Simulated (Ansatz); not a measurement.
**Several settings converged on Li3Au (Fm-3m, 4 atoms in the cell)**

```
Li3Au
1.0
    0.00000     3.11605     3.11605
    3.11605     0.00000     3.11605
    3.11605     3.11605     0.00000
Li Au
3 1
Direct
  0.25000   0.25000   0.25000
  0.75000   0.75000   0.75000
  0.50000   0.50000   0.50000
  0.00000   0.00000   0.00000
```

Base method: LDA (PW92), default PAW files made with PBE (plane waves; Ansatz, a program for electronic structure).

Base settings: basis.ecutwfc = 420 eV; kpoints.mp_grid.grid = 9 9 9; hamiltonian.xc = lda; hamiltonian.pseudopotentials = {kind: paw} (the program's default PAW files); scf.occupations.method = gaussian; scf.occupations.width = 0.1 eV.

The count of work is k-points × plane waves × bands × iterations; it is no time. Core times come from one kind of shared machine, to one figure; runs under 30 s give none.

**Zone-centre phonons against the mesh**

In this ladder: phonons.method = dfpt.

Frequencies are those of the unrelaxed cell, without the LO-TO term of polar crystals.

Only quantities that move along the ladder and can be compared are tabulated.

| kpoints.mp_grid.grid | highest zone-centre frequency (cm⁻¹) | lowest optical frequency (cm⁻¹) | core time / last (rough) |
|---|---|---|---|
| 3 3 3 | 357.7 | 149.5 | – |
| 4 4 4 | 371.1 | 167.4 | – |
| 5 5 5 | 364.8 | 155.2 | – |
| 6 6 6 | 365.9 | 160.0 | – |
| 7 7 7 | 363.2 | 158.6 | – |
| 11 11 11 | 363.1 | 156.2 | 0.1 |
| 14 14 14 | 363.3 | 156.3 | 0.2 |
| 17 17 17 | 363.2 | 156.3 | 0.4 |
| 21 21 21 | 363.3 | 156.6 | 1 |

Coarsest kpoints.mp_grid.grid that holds the highest zone-centre frequency within 5 cm⁻¹ of the last step, with all finer ones: 5 5 5; the step before is off by 7.8 cm⁻¹.

Coarsest kpoints.mp_grid.grid that holds the lowest optical frequency within 1 cm⁻¹ of the last step, with all finer ones: 11 11 11, at about 0.1 of the last step's time; the step before is off by 2.1 cm⁻¹.

**The size of a vacancy's supercell**

On Li3Au (Fm-3m, 8 atoms in the cell), and larger cells.

Steps: 2 x 1 x 1 supercell, one Li atom taken out, nothing relaxed; 2 x 2 x 1 supercell, one Li atom taken out, nothing relaxed; and so on, with the mesh thinned in proportion.

Only quantities that move along the ladder and can be compared are tabulated.

```tsv
atoms	energy of the cell with the vacancy less the whole one (holds the removed atom on the program's zero: only its change counts) (eV)	count of work / last	core time / last (rough)
8	202.877	0.12	0.1
16	202.894	0.28	0.3
32	202.917	0.16	0.2
48	202.899	1.0	1
```

Smallest size that holds the energy of the cell with the vacancy less the whole one (holds the removed atom on the program's zero: only its change counts) within 0.02 eV: not settled: the last two steps still differ by 0.017 eV, over half the tolerance, so the ladder does not show it.

On the base run: the starting cell comes from a database of computed structures (which also holds hypothetical and non-ambient phases and stackings), without a prior relaxation at this level. Its lattice was rescaled by up to half a per cent.

Keys are those of Ansatz 0.2.
